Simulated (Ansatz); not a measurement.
An Ansatz (a quantum-chemistry and plane-wave program) run: ZrO2 with a change (biaxial strain −0.32 %, plane normal [001], relaxed out of plane); Kohn–Sham DFT with the PBE functional, run in Ansatz with PAW and 420 eV plane waves, spin-orbit coupling left out.

Input:

Ansatz 0.2 input:
```yaml
crystal:
  lattice:
    - [5.1732620556, 0, 0]
    - [0, 5.2251033349, 0]
    - [-0.9017695376, 0, 5.3103188352]
  atoms:
    - { symbol: Zr, position: [0.2757605423, 0.0437895261, 0.2100190305] }
    - { symbol: Zr, position: [0.7242394577, 0.5437895261, 0.2899809695] }
    - { symbol: Zr, position: [0.7242394577, 0.9562104739, 0.7899809695] }
    - { symbol: Zr, position: [0.2757605423, 0.4562104739, 0.7100190305] }
    - { symbol: O, position: [0.0649672182, 0.3262999218, 0.3500457732] }
    - { symbol: O, position: [0.9350327818, 0.8262999218, 0.1499542268] }
    - { symbol: O, position: [0.9350327818, 0.6737000782, 0.6499542268] }
    - { symbol: O, position: [0.0649672182, 0.1737000782, 0.8500457732] }
    - { symbol: O, position: [0.4509977205, 0.7567421509, 0.4755176806] }
    - { symbol: O, position: [0.5490022795, 0.2567421509, 0.0244823194] }
    - { symbol: O, position: [0.5490022795, 0.2432578491, 0.5244823194] }
    - { symbol: O, position: [0.4509977205, 0.7432578491, 0.9755176806] }
basis: { ecutwfc: 420, ecutrho_ratio: 4, xc_grid: 2, fft_grid_basis: typed }
kpoints: { mp_grid: { grid: [5, 5, 5] } }
hamiltonian:
  xc: pbe
  dispersion: none
  pseudopotentials: { kind: paw }
scf: { occupations: { method: fermi_dirac, width: 0.05 } }
relax: { f_tol: 0.005, max_steps: 50, cell: { stress_tol: 0.01, fix: [a, b, gamma] } }
output: { forces: true, stress: true }
checkpoint: { write: state.ck, write_every: 1000 }
```

Output (explanatory and most iteration lines left out):

```
Relaxation: its limit of steps is 50 (relax.max_steps)
Pseudopotential: Zr, paw, valence charge 12
Pseudopotential: O, paw, valence charge 6
Crystal: 12 atoms, lattice volume = 143.542 Å³
Basis set: ecut = 420 eV, 2829 PW (Γ), exchange–correlation on 72×72×80 points (8 copies of the dense FFT grid, shifted against one another)
Bands: 60, of which v1, the nominal top of the filled ones, is band 48 counted from 1 (47 counted from 0)
Symmetry: 4 space group operations
Space group: P21/c (ITA 14), of the structure as read, at distance tolerance 5.2e-5 Å
k-points: 39 of 125
Functional: x = pbe(κ = 0.804, μ = 0.2195149727645171), c = pbe(β = 0.06672455060314922)
SCF iter   1: F=—  HF=-21296.129564 eV  |F-HF|=—  |Δ(HF+E_count)|=         —  Δρ=3.34e-3  dr2=4.86e-3  ethr=1.77e-3  ⟨swp⟩=5.1  Hψ=8964  notcnv=0  defer=10
SCF iter   2: F=—  HF=-21296.130371 eV  |F-HF|=—  |Δ(HF+E_count)|=   8.07e-4  Δρ=1.74e-3  dr2=1.06e-3  ethr=5.06e-6  ⟨swp⟩=2.0  Hψ=4561  notcnv=0  defer=19
SCF 1 converged in 7 iterations: F = -21296.131619 eV  dr2 = 2.73e-8
relax step   1: F+E_penalty+E_count = -21296.13161862 eV  Δ(F+E_penalty+E_count) = +0.000e0 eV  max|allowed force component| = 4.360e-2 eV/Å  Δτ_max = 0.0000 Å  P = +1.125 GPa  Ω = 143.542 Å³  fix = [a, b, gamma]  reactions: a +1.516, b +1.552 GPa  (7 SCF iters, dr2 threshold 1.00e-7 eV, accepted)
[... steps on the carried basis left out ...]
relax step   8: F+E_penalty+E_count = -21296.13246197 eV  Δ(F+E_penalty+E_count) = +3.693e-5 eV  max|allowed force component| = 6.545e-4 eV/Å  Δτ_max = 0.0002 Å  P = +0.777 GPa  Ω = 143.745 Å³  energy of the carried Pulay correction = -3.810e-5 eV  fix = [a, b, gamma]  reactions: a +1.143, b +1.187 GPa  (5 SCF iters, dr2 threshold 6.38e-10 eV, accepted)
Crystal: 12 atoms, lattice volume = 143.745 Å³
SCF iter   1: F=—  HF=-21296.132525 eV  |F-HF|=—  |Δ(HF+E_count)|=         —  Δρ=2.38e-6  dr2=2.38e-9  ethr=1.09e-8  ⟨swp⟩=4.0  Hψ=16293  notcnv=0
SCF iter   2: F=—  HF=-21296.132524 eV  |F-HF|=—  |Δ(HF+E_count)|=   4.87e-7  Δρ=1.17e-6  dr2=9.38e-10  ethr=2.47e-12  ⟨swp⟩=3.0  Hψ=6035  notcnv=0
SCF 9 converged in 5 iterations: F = -21296.132524 eV  dr2 = 2.56e-12
SCF converged after 5 iterations
Free energy (F): -21296.132524 eV
Internal energy: -21296.132524 eV  (E = F + TS)
E sigma→0 (E₀):  -21296.132524 eV
Fermi energy:    12.021530 eV
--- Forces (eV/Å), atoms counted from 1 ---
  atom   1  Zr     0.00066059    -0.00015461     0.00026886
  atom   2  Zr    -0.00066059    -0.00015461    -0.00026886
  atom   3  Zr    -0.00066059     0.00015461    -0.00026886
  atom   4  Zr     0.00066059     0.00015461     0.00026886
  atom   5  O     -0.00004936    -0.00004338    -0.00006618
  atom   6  O      0.00004936    -0.00004338     0.00006618
  atom   7  O      0.00004936     0.00004338     0.00006618
  atom   8  O     -0.00004936     0.00004338    -0.00006618
  atom   9  O      0.00015859    -0.00015612    -0.00007345
  atom  10  O     -0.00015859    -0.00015612     0.00007345
  atom  11  O     -0.00015859     0.00015612     0.00007345
  atom  12  O      0.00015859     0.00015612    -0.00007345
--- Stress (GPa, compression-positive) ---
        1.143401       0.000000       0.001085
        0.000000       1.186952       0.000000
        0.001085       0.000000       0.000977
  P = ⅓ Tr σ = 0.7771 GPa (7.771 kbar)
--- Relaxed structure (7 steps of the walk, 7 accepted, 2 SCFs on fresh bases) ---
  cell:  # Å, volume = 143.7445 Å³
    - [5.173260639420124, 1.2052167394122115e-82, 0.0038278630109036377]
    - [1.2172942210733751e-82, 5.2251033349, 2.4529101267832645e-18]
    - [-0.8978400150096579, 2.4929143047386796e-18, 5.3171363121998345]
  atoms:
    - { symbol: Zr, position: [0.27585554308021704, 0.04358598809941531, 0.2102012660211036] }
    - { symbol: Zr, position: [0.7241444569197829, 0.5435859880994152, 0.28979873397889644] }
    - { symbol: Zr, position: [0.724144456919783, 0.9564140119005844, 0.7897987339788962] }
    - { symbol: Zr, position: [0.275855543080217, 0.45641401190058467, 0.7102012660211035] }
    - { symbol: O, position: [0.06440716741376482, 0.3245247322104102, 0.35178345259943394] }
    - { symbol: O, position: [0.9355928325862353, 0.8245247322104102, 0.14821654740056608] }
    - { symbol: O, position: [0.9355928325862353, 0.6754752677895896, 0.6482165474005659] }
    - { symbol: O, position: [0.06440716741376476, 0.1754752677895897, 0.8517834525994336] }
    - { symbol: O, position: [0.45043019120852024, 0.7565984727006887, 0.4750926696681513] }
    - { symbol: O, position: [0.5495698087914795, 0.2565984727006888, 0.02490733033184867] }
    - { symbol: O, position: [0.5495698087914797, 0.24340152729931117, 0.5249073303318486] }
    - { symbol: O, position: [0.45043019120852024, 0.7434015272993111, 0.9750926696681512] }
```

Stability against distortions was not tested. The cell was made from ZrO2 (space group P2_1/c, No. 14) by this change: biaxial strain −0.32 %, plane normal [001], relaxed out of plane.
